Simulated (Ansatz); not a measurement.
**The (111)A surface of zinc-blende ZnS, Zn-terminated, 2x2 with 2 H on 4 top atoms (bottom of the slab: 2 H on 4 bottom sites)**

Level of theory: PBE (plane waves to 420 eV, PAW; Ansatz, an electronic-structure program).

Set-up: 36 atoms, 13.2 Å thick at the start with caps and adatoms (thin: gaps and levels are the slab's own); mesh 3x3x1; 0.025 eV smearing; dipole correction on; 8 atoms held, the rest relaxed; no symmetry held; no spin, no spin-orbit, no U.

gap of the slab on its k-mesh: 2.40 eV
highest filled level below the top vacuum level: 6.82 eV
energy released by relaxation: 1.76 eV
cost: around 12 core-minutes (rough)
